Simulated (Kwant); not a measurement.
Computed with Kwant: Hückel tight-binding model, one pz orbital an atom, one spin, coherent transport at 0 K. Conductance is in e²/h.

Device: π system c1ccc2c(c1)-c1ccccc-21 between two chain leads. The π system is taken as planar. Atoms are numbered from 0 in the order of the SMILES. Site energies (eV, carbon 0): [0.0, 0.0, 0.0, 0.0, 0.0, 0.0, 0.0, 0.0, 0.0, 0.0, 0.0, 0.0]. Bonds (i, j, β in eV): (0,1,-3) (1,2,-3) (2,3,-3) (3,4,-3) (4,5,-3) (4,6,-3) (6,7,-3) (7,8,-3) (8,9,-3) (9,10,-3) (10,11,-3) (5,0,-3) (11,6,-3) (11,3,-3). Leads: chains of hopping −4.5 eV, joined by −1.5 eV to atoms 0 and 5.

Site energies and bond integrals are typed Hückel values.

Sweep values stay those of the base run.

One input was changed, with this effect: transmission at E = 0 0.012 → 0.048.

**Question.** Which change was it?
A. contacts moved from atoms [0, 5] to [2, 5]
B. contacts moved from atoms [0, 5] to [0, 2]
C. contacts moved from atoms [0, 5] to [0, 8]
D. contacts moved from atoms [0, 5] to [0, 9]
E. contacts moved from atoms [0, 5] to [0, 7]
F. contacts moved from atoms [0, 5] to [0, 1]

**Answer.** F, contacts moved from atoms [0, 5] to [0, 1]
